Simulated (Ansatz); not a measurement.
## CsPbCl3 under a change: biaxial strain −1.50 %, plane normal [111], relaxed out of plane

The parent structure is CsPbCl₃ in the cubic perovskite structure (space group Pm-3m, No. 221; a = 5.521 Å). Axes: x, y, z lie along the cube axes.

Modification: compressive biaxial strain of 1.50 % in the plane normal to [111], as in epitaxy on a mismatched substrate; the out-of-plane cell vector and the atoms relax.

Computed with LDA, PAW, 420 eV (Ansatz, a quantum-chemistry and plane-wave program; scalar-relativistic without spin-orbit coupling). Γ-centred 6×6×6 mesh, Fermi–Dirac width 0.05 eV.

```tsv
quantity	base	changed	shift
volume per atom	33.65 Å³	33.41 Å³	-0.245 Å³
space group	Pm-3m (No. 221)	R-3m (No. 166)	–
shortest interatomic distance	2.760 Å	2.755 Å	-0.0058 Å
energy relative to the base (free energy F)	0 meV/atom	+1.0 meV/atom	+1.0 meV/atom
pressure (mean of the normal stresses, compression positive)	0.00 GPa	0.21 GPa	+0.21 GPa
band gap	1.53 eV	1.44 eV	-0.09 eV
gap character	–	direct at T	–
out-of-plane strain	–	+2.32 %	–
ratio −ε⊥/ε∥	–	1.54	–
mean in-plane stress (compression positive)	–	+0.3 GPa	–
```

Final structure (turned so that z lies along the plane normal):

```
CsPbCl3
1.0
    7.69056     0.00000     0.00000
    3.84528     6.66022     0.00000
    3.84528    -2.22007     3.26133
Cs Pb Cl
1 1 3
Direct
  0.00000   0.00000   0.00000
  0.00000   0.50000   0.50000
  0.50000   0.00000   0.00000
  0.00000   0.50000   0.00000
  0.50000   0.50000   0.00000
```

Cost of the whole job for the changed cell (relaxation, final SCF and bands): roughly 60 core-seconds.

Spin-orbit coupling, missing from the scalar runs, can matter with Pb. Stability against distortions was not tested. Many cubic perovskites are stable only at high temperature; tilts and polar distortions were not tested. This is not the structure that CsPbCl3 has at room temperature and ambient pressure. Labels are those of the standard path for the cell's own space group.
